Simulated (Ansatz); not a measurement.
Ansatz (an electronic-structure program) is run on K3Pb2F7 (I4/mmm, 12 atoms in the cell), and the run fails. The aim is a self-consistent single point with DFT, revPBE, plane waves, default PAW files made with PBE.

The input file:

Ansatz 0.2 input:
```yaml
crystal:
  lattice:
    - [-2.27059900, 2.27059900, 11.86533500]
    - [2.27059900, -2.27059900, 11.86533500]
    - [2.27059900, 2.27059900, -11.86533500]
  atoms:
    - { symbol: K, position_ang: [0.49999952, 0.49999952, -0.00000000] }
    - { symbol: K, position_ang: [0.31520001, 0.31520001, -0.00000000] }
    - { symbol: K, position_ang: [0.68479903, 0.68479903, 0.00000000] }
    - { symbol: Pb, position_ang: [0.09779924, 0.09779924, -0.00000000] }
    - { symbol: Pb, position_ang: [0.90219981, 0.90219981, -0.00000000] }
    - { symbol: F, position_ang: [0.00000000, 0.00000000, 0.00000000] }
    - { symbol: F, position_ang: [0.59580064, 0.09580111, 0.50000522] }
    - { symbol: F, position_ang: [0.09580111, 0.59580064, 0.50000522] }
    - { symbol: F, position_ang: [0.40420068, 0.90420020, 0.49999335] }
    - { symbol: F, position_ang: [0.90420020, 0.40420068, 0.49999335] }
    - { symbol: F, position_ang: [0.19360035, 0.19360035, -0.00000000] }
    - { symbol: F, position_ang: [0.80640096, 0.80640096, -0.00001187] }
kpoints:
  mp_grid:
    grid: [5, 5, 5]
hamiltonian:
  xc: revpbe
  pseudopotentials:
    kind: paw
scf:
  occupations:
    method: cold
    width: 0.01 Ry
output:
  forces: true
  eigenvalues: true
  stress: true
```

Output, abridged:

```
WARN basis.ecutwfc = 420 eV, the default
WARN ansatz: RAYON_NUM_THREADS=1 ignored (pool sized by the plan → 1); use --threads N
basis.fft_grid_basis auto: the FFT boxes are laid along the combinations [[1, 0, 1], [0, 1, 1], [0, 0, 1]] of the cell's own vectors, 4.541, 4.541 and 12.292 Å …
Pseudopotentials: kind: paw
Pseudopotential: K, paw, valence charge 9
Pseudopotential: Pb, paw, valence charge 14
Pseudopotential: F, paw, valence charge 7
Error: SCF: the overlap matrix is not positive definite, so this SCF or pass stopped before solving anything: energies and bands computed with it would not be physical. With PAW pseudopotential files every eigenvalue of that matrix must be above 0; at 39 of 39 k-points the lowest is not, and the worst, at k-point 0 (counted from zero), is -3.4e-1 (as computed, with no allowance for rounding). The cause is the files, the structure or the cutoff, not the eigensolver. Where the projector spheres of two atoms overlap (a projector without an augmentation charge has none), move the closest atoms apart or use files with smaller projector spheres; norm-conserving files [...]
```

### Question
From the messages shown, name the fault and mend the input.

### Answer
The fault is this: fractional positions typed under position_ang; here the program stops on it instead of giving results. To fix it, make label and numbers agree, by changing either. The program stopped before any SCF iteration.

An input that runs soundly differs in these lines (not the only fix; some lines may just follow from the change or write a value another way):
```diff
-    - { symbol: K, position_ang: [0.49999952, 0.49999952, -0.00000000] }
-    - { symbol: K, position_ang: [0.31520001, 0.31520001, -0.00000000] }
-    - { symbol: K, position_ang: [0.68479903, 0.68479903, 0.00000000] }
-    - { symbol: Pb, position_ang: [0.09779924, 0.09779924, -0.00000000] }
-    - { symbol: Pb, position_ang: [0.90219981, 0.90219981, -0.00000000] }
-    - { symbol: F, position_ang: [0.00000000, 0.00000000, 0.00000000] }
-    - { symbol: F, position_ang: [0.59580064, 0.09580111, 0.50000522] }
-    - { symbol: F, position_ang: [0.09580111, 0.59580064, 0.50000522] }
-    - { symbol: F, position_ang: [0.40420068, 0.90420020, 0.49999335] }
-    - { symbol: F, position_ang: [0.90420020, 0.40420068, 0.49999335] }
-    - { symbol: F, position_ang: [0.19360035, 0.19360035, -0.00000000] }
-    - { symbol: F, position_ang: [0.80640096, 0.80640096, -0.00001187] }
+    - { symbol: K, position: [0.50000000, 0.50000000, 0.00000000] }
+    - { symbol: K, position: [0.31520000, 0.31520000, 0.00000000] }
+    - { symbol: K, position: [0.68480000, 0.68480000, 0.00000000] }
+    - { symbol: Pb, position: [0.09780000, 0.09780000, 0.00000000] }
+    - { symbol: Pb, position: [0.90220000, 0.90220000, 0.00000000] }
+    - { symbol: F, position: [0.00000000, 0.00000000, 0.00000000] }
+    - { symbol: F, position: [0.59580000, 0.09580000, 0.50000000] }
+    - { symbol: F, position: [0.09580000, 0.59580000, 0.50000000] }
+    - { symbol: F, position: [0.40420000, 0.90420000, 0.50000000] }
+    - { symbol: F, position: [0.90420000, 0.40420000, 0.50000000] }
+    - { symbol: F, position: [0.19360000, 0.19360000, 0.00000000] }
+    - { symbol: F, position: [0.80640000, 0.80640000, 0.00000000] }
```

With that input, the run converged in 8 iterations: free energy E − TS (on the zero of these files) -34135.2431 eV; top of the valence band (on the code's own zero) 5.65 eV; gap on the k-point mesh 2.31 eV; pressure 9.64 GPa; largest force (vector length) 1.763 eV/Å (DFT, revPBE, plane waves, default PAW files made with PBE).

On the sound input: the starting cell was generated: these elements placed on a structure prototype, without a prior relaxation; it need not be a known phase or ordering of this composition. Spin-orbit coupling is off. With a pressure of about 10 GPa the cell is away from its equilibrium volume at this level. Forces in this geometry exceed 1 eV/Å. Ansatz's pressure includes its estimate of the finite-basis (Pulay) stress.
